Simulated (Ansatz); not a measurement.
# AlN, response to strain and stress

The reference is AlN in the wurtzite structure (space group P6_3mc, No. 186).

```xyz
4
Lattice="3.1066 0.0000 0.0000 -1.5533 2.6904 0.0000 0.0000 0.0000 4.9780" Properties=species:S:1:pos:R:3 pbc="T T T"
Al     0.0000     1.7936     4.9610
Al     1.5533     0.8968     2.4720
N      0.0000     1.7936     1.8828
N      1.5533     0.8968     4.3718
```

Cartesian axes are those of the cell as printed.

Strains are applied to the cell and any free atomic positions relax; under stress the whole cell relaxes.

Level of theory: r2SCAN (Ansatz, a program for electronic structure), no SOC, earlier PAW set.

Candidates:
(a) uniaxial stress, 2 GPa tension along z
(b) isotropic strain +2.31 %
(c) uniaxial strain ε_yy = +1.36 %

Notes on the quantities. energy relative to the base: free energy F.

Order them by energy relative to the base, lowest first.

(a) uniaxial stress, 2 GPa tension along z (+0.4 meV/atom), (c) uniaxial strain ε_yy = +1.36 % (+2.4 meV/atom), (b) isotropic strain +2.31 % (+31 meV/atom)

Stability under load was not tested beyond the relaxation.
